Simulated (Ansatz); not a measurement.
# Short convergence ladders for YCu5 (P6mm, 6 atoms in the cell)

```
YCu5
1.0
    4.98769     0.00000     0.00000
   -2.49385     4.31947     0.00000
    0.00000     0.00000     4.02142
Y Cu
1 5
Direct
  0.00000   0.00000   0.01243
  0.33333   0.66667   0.00000
  0.66667   0.33333   0.00000
  0.50000   0.00000   0.50000
  0.50000   0.50000   0.50000
  0.00000   0.50000   0.50000
```

Base method: LDA (PW92), default PAW files made with PBE (plane waves; Ansatz, an electronic-structure program).

Base settings: basis.ecutwfc = 420 eV; kpoints.mp_grid.grid = 8 8 8; hamiltonian.xc = lda; hamiltonian.pseudopotentials = {kind: paw} (the program's default PAW files); scf.occupations.method = fermi_dirac; scf.occupations.width = 0.1 eV.

The count of work is k-points × plane waves × bands × iterations; it is no time. Core times come from one kind of shared machine, to one figure; runs under 30 s give none.

**The k-point mesh at a smearing width of 0.05 eV**

In this ladder: scf.occupations.width = 0.05 eV.

The second cell is the first with its lattice scaled by 0.98.

Only quantities that move along the ladder and can be compared are tabulated.

```csv
kpoints.mp_grid.grid,free energy less the last step's (meV/atom),energy of the compressed cell less the first (meV/atom),pressure (GPa),largest difference of a force vector from the last step's (eV/Å),count of work / last
3 3 3,47.45,-9.12,-5.50,0.018,0.025
3 3 4,32.11,-12.23,-6.00,0.057,0.037
4 4 4,12.43,-13.19,-6.14,0.015,0.056
5 5 5,5.68,-12.51,-6.07,0.016,0.069
6 6 6,5.42,-12.31,-6.05,0.013,0.12
7 7 8,0.67,-12.39,-6.07,0.008,0.16
8 8 9,0.00,-12.95,-6.17,0.003,0.21
12 12 13,-0.03,-12.87,-6.15,0.003,0.55
15 15 16,0.00,-12.88,-6.15,0.000,1.0
```

Coarsest kpoints.mp_grid.grid that holds the energy of the compressed cell less the first within 1 meV/atom of the last step, with all finer ones: 3 3 4, at 0.037 of the last step's count of work; the step before is off by 3.8 meV/atom.

Coarsest kpoints.mp_grid.grid that holds the free energy within 1 meV/atom of the last step, with all finer ones: 7 7 8, at 0.16 of the last step's count of work; the step before is off by 5.4 meV/atom.

The energy difference between the two cells stays within 1 meV/atom of the last step's from 3 3 4 on, the total only from 7 7 8 on: much of the error is common to both cells and cancels.

Two neighbours can agree and both be off: 5 5 5 and 6 6 6 differ by 0.26 meV/atom in the free energy, yet lie about 5.4 meV/atom from the last step.

**The width of Gaussian smearing**

In this ladder: kpoints.mp_grid.grid = 13 13 13; scf.occupations.method = gaussian.

Narrow widths need finer meshes than wide ones, so the last steps can hold mesh noise.

Only quantities that move along the ladder and can be compared are tabulated; pressure and forces are left out, as mesh noise rules them at narrow widths.

```csv
scf.occupations.width,free energy less the last step's (meV/atom),energy extrapolated to zero width less the last step's (meV/atom),core time / last (rough)
1 eV,-122.79,-5.02,1
0.5 eV,-31.79,-0.09,1
0.3 eV,-11.08,0.44,1
0.2 eV,-4.56,0.36,1
0.1 eV,-0.81,0.11,1
0.05 eV,0.00,0.00,1
```

Widest scf.occupations.width that holds the free energy within 2 meV/atom of the last step, with all finer ones: 0.1 eV; the step before is off by 4.6 meV/atom.

Widest scf.occupations.width that holds the energy extrapolated to zero width within 2 meV/atom of the last step, with all finer ones: 0.5 eV; the step before is off by 5.0 meV/atom.

The extrapolation to zero width removes most of the smearing's effect on the energy.

**The mesh under tetrahedron occupations**

In this ladder: scf.occupations.method = tetrahedron; scf.occupations.width = default.

Only quantities that move along the ladder and can be compared are tabulated.

| kpoints.mp_grid.grid | free energy less the last step's (meV/atom) | pressure (GPa) | largest difference of a force vector from the last step's (eV/Å) | count of work / last | core time / last (rough) |
|---|---|---|---|---|---|
| 3 3 4 | 21.95 | -5.84 | 0.070 | 0.025 | – |
| 4 4 4 | 4.44 | -6.26 | 0.034 | 0.037 | – |
| 5 5 5 | 3.53 | -6.18 | 0.018 | 0.046 | – |
| 6 6 7 | 1.12 | -6.16 | 0.003 | 0.084 | – |
| 8 8 8 | 0.20 | -6.16 | 0.009 | 0.14 | – |
| 9 9 10 | 0.96 | -6.19 | 0.016 | 0.19 | 0.2 |
| 12 12 12 | -0.06 | -6.17 | 0.009 | 0.36 | 0.4 |
| 18 18 19 | 0.00 | -6.15 | 0.000 | 1.0 | 1 |

Coarsest kpoints.mp_grid.grid that holds the free energy within 0.5 meV/atom of the last step, with all finer ones: 12 12 12, at 0.36 of the last step's count of work and about 0.4 of the last step's time; the step before is off by 0.96 meV/atom.

Coarsest kpoints.mp_grid.grid that holds the pressure within 0.1 GPa of the last step, with all finer ones: 5 5 5, at 0.046 of the last step's count of work; the step before is off by 0.12 GPa.

On the base run: the starting cell comes from a database of computed structures (which also holds hypothetical and non-ambient phases and stackings), without a prior relaxation at this level. Its lattice was rescaled by up to half a per cent. One atom was moved a little off its site on purpose. Spin polarisation is off. In the base run, with a pressure of about -6 GPa the cell is away from its equilibrium volume at this level. Ansatz's pressure includes its estimate of the finite-basis (Pulay) stress.

Left out of this page: 2 runs of the series outside the window shown, repeating another row's setting, or not comparable.

Keys are those of Ansatz 0.2.
